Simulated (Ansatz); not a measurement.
Response to strain in hypothetical P4/nmm Cr2C

Take Cr2C (space group P4/nmm, No. 129; a = 3.1240 Å, c = 5.6572 Å; ferromagnetic; a hypothetical phase, not in the database extracts checked) as the base. Axes: x, y, z lie along a, b, c of the conventional cell.

Strains are applied to the cell and any free atomic positions relax; under biaxial strain the out-of-plane vector relaxes too.

Levels (all Ansatz, a program for electronic structure, PAW): PBE (420 eV, no SOC); PBEsol (420 eV, spin-orbit coupling left out).

The base cell above is that of PBE; each level relaxes its own structures.

Notes on the quantities. pressure: mean of the normal stresses, compression positive.

| case | pressure, PBE | pressure, PBEsol |
|---|---|---|
| biaxial strain −1.71 %, plane normal [001], relaxed out of plane | 6.1 GPa | … |
| biaxial strain −1.24 %, plane normal [001], relaxed out of plane | 4.0 GPa | … |
| biaxial strain −0.23 %, plane normal [001], relaxed out of plane | 0.7 GPa | 1.0 GPa |
| tensor shear ε_xy = +0.31 % | 0.0 GPa | 0.0 GPa |

Some entries are withheld; estimate them.


- biaxial strain −1.71 %, plane normal [001], relaxed out of plane, pressure, PBEsol: 8.1 GPa
- biaxial strain −1.24 %, plane normal [001], relaxed out of plane, pressure, PBEsol: 5.7 GPa

The two levels differ by at most about 2.0 GPa. They put the cases in the same order.

Other magnetic orders, which the real material may have, were not ruled out. Without a gap, meshes like the base's 15×15×8 leave anisotropic stresses uncertain by several tenths of a GPa, and small strain energies with them. Stability against distortions was not tested. Starting moments died away, wholly or in part, for the base, biaxial strain −1.71 %, plane normal [001], relaxed out of plane and biaxial strain −1.24 %, plane normal [001], relaxed out of plane; another magnetic solution may exist. Spin-polarised in the final run: PBE tensor shear ε_xy = +0.31 %, PBE base, PBE biaxial strain −0.23 %, plane normal [001], relaxed out of plane, PBE biaxial strain −1.71 %, plane normal [001], relaxed out of plane and PBE biaxial strain −1.24 %, plane normal [001], relaxed out of plane; the other runs are not.
